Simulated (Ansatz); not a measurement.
Consider SiO2 (space group P3_121, No. 152; a = 4.920 Å, c = 5.416 Å). Axes: x lies along a and z along c of the hexagonal cell.

Calculations: r2SCAN (Ansatz, an electronic-structure program), no SOC, earlier PAW set.

Before the change:

- Smallest direct gap = 6.91 eV
- Band gap = 6.60 eV

One thing is altered: tensor shear ε_yz = +0.19 % (engineering shear γ = 0.0038); the atoms relax in the strained cell.

**Question.** How does this affect the smallest direct gap?

**Answer.** The smallest direct gap stays essentially unchanged (6.91 eV against 6.90 eV).

**Question.** What does the calculation give for the stress after the change?

**Answer.** The stress (xx, yy, zz, yz, xz, xy; compression positive) amounts to (0.06, -0.07, 0.00, -0.23, 0.00, 0.00) GPa.

**Question.** What does the calculation give for the band gap after the change?

**Answer.** The band gap stays 6.60 eV.

No phonon test of stability was made.
